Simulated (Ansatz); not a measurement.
The reference is YCo$_{5}$ (space group P6/mmm, No. 191; a = 4.839 Å, c = 3.895 Å; ferromagnetic).

Level of theory: Ansatz (a quantum-chemistry and plane-wave program) PBEsol, scalar-relativistic without spin-orbit coupling.

Before the change:

```
Quantity               Result
-------------------  --------
Volume per atom      13.16 Å³
Largest site moment   1.52 μB
```

The change: cell and atoms relaxed at a pressure of 0.7 GPa.

What happens to the volume per atom?

The volume per atom shrinks by 0.05 Å³ to 13.11 Å³.

How does this affect the largest site moment?

The largest site moment is nearly the same (1.52 μB against 1.51 μB).

Other magnetic orders, which the real material may have, were not ruled out. Load acts through the strain it causes; cell and atoms are relaxed under it. No phonon test of stability was made.
